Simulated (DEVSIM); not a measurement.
System: abrupt Si p-n junction, at 400 K.

```csv
layer (left to right),material,thickness (μm),Nd (cm⁻³),Na (cm⁻³),τn (s),τp (s)
1,Si,35.0,-,4.2e17,6.2e-6,6.2e-6
2,Si,24.0,3.7e14,-,6.2e-6,6.2e-6
```

Left contact: ohmic. Right contact: ohmic. Voltage is applied to the left contact. Recombination: SRH at mid-gap, Auger. Mobility is constant in doping.

This is a model device: material constants are rounded textbook-type values typed into the input, and sizes, dopings and lifetimes were drawn at random. Values at 300 K; Nc and Nv go as T^1.5, mobilities as T to minus their exponent, the gap by Varshni's rule with the affinity fixed.

```
parameter               Si
----------------  --------
gap (eV)             1.124
affinity (eV)         4.05
permittivity          11.7
Nc (cm⁻³)          2.86e19
Nv (cm⁻³)           3.1e19
μn (cm²/Vs)           1417
μp (cm²/Vs)            470
T exponent of μn       2.3
T exponent of μp       2.2
Cn (cm⁶/s)         2.8e-31
Cp (cm⁶/s)         9.9e-32
Varshni α (eV/K)  0.000473
Varshni β (K)          636
```

Model (solved in DEVSIM): 1D drift-diffusion, Boltzmann statistics, complete ionisation; no tunnelling, impact ionisation, image-force lowering or self-heating.

The doping Na of layer 1 was swept, all else fixed.

```
doping Na of layer 1 (cm^-3)  potential step across the device at zero bias (V)  largest field in the device at zero bias (V/cm)  dark forward voltage at 100 A/cm² (V)
----------------------------  -------------------------------------------------  -----------------------------------------------  -------------------------------------
1.3e16                                                                    0.411                                             8800                                  0.964
4.2e16                                                                    0.451                                            14000                                  0.818
1.3e17                                                                    0.490                                            23000                                  0.736
4.2e17                                                                    0.530                                            41000                                  0.692
1.3e18                                                                    0.569                                            72000                                  0.676
4.2e18                                                                    0.610                                                ?                                  0.669
1.3e19                                                                    0.649                                           230000                                  0.668
```

Q: Fill in the missing entries.

A: 
- 4.2e18, largest field in the device at zero bias (V/cm): 130000
